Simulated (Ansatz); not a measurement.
## Response to strain in SiO2

The parent structure is SiO$_{2}$ in the rutile structure (space group P4_2/mnm, No. 136; a = 4.155 Å, c = 2.661 Å).

Strains are applied to the cell and any free atomic positions relax.

Method: DFT with LDA, PAW potentials and a 420 eV plane-wave cutoff in Ansatz (a quantum-chemistry and plane-wave program), no spin-orbit coupling.

Notes on the quantities. energy relative to the base: free energy F.

```tsv
isotropic strain (%)	energy relative to the base (meV/atom)
-3	68.3
-2.4	42.8
-1.8	?
-1.2	10.3
-0.6	2.5
0	0.0
```

### Question
Fit ΔE = Aε² + Bε³ (ε in %) to the rows shown and predict the withheld row.

### Answer
Least squares on the printed values gives A = 6.82 and B = -0.26 meV/atom (largest residual 0.0 meV/atom); this predicts 23.6 meV/atom, and the run gives 23.6 meV/atom, in agreement.

Whether these cells are dynamically stable was not tested.
